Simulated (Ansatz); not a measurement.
The starting structures come from a database of crystals and need not be the phases stable at ambient conditions.

 Where the default PAW files enter, the runs use the earlier of Ansatz's two default sets.

By LDA, the system below comes out a metal.

A figure of merit of an interconnect metal is its ballistic conductance per area.

Consider the following.

```xyz
4
Lattice="2.9111 0.0000 0.0000 0.0000 9.4637 0.0000 1.4556 0.0000 2.5211" Properties=species:S:1:pos:R:3 pbc="T T T"
Ag     0.0000     0.0000     0.0000
Ag     0.0000     4.7319     0.0000
Ag     1.4556     7.0978     0.8404
Ag     2.9111     2.3659     1.6807
```

Space group of this cell: P6_3/mmc. The cell is taken as given; by LDA its mean pressure is -8.8 GPa.

The current flows along the normal of the first two printed cell vectors, the (100) plane of the conventional cell. No spin-orbit coupling; the value is a mean over 0.1 eV about the Fermi level.

Problem. Compute, with LDA (Ansatz, an electronic-structure program), the ballistic conductance per area.

Solution. 0.84 × 10¹⁵ S/m² for both spins.
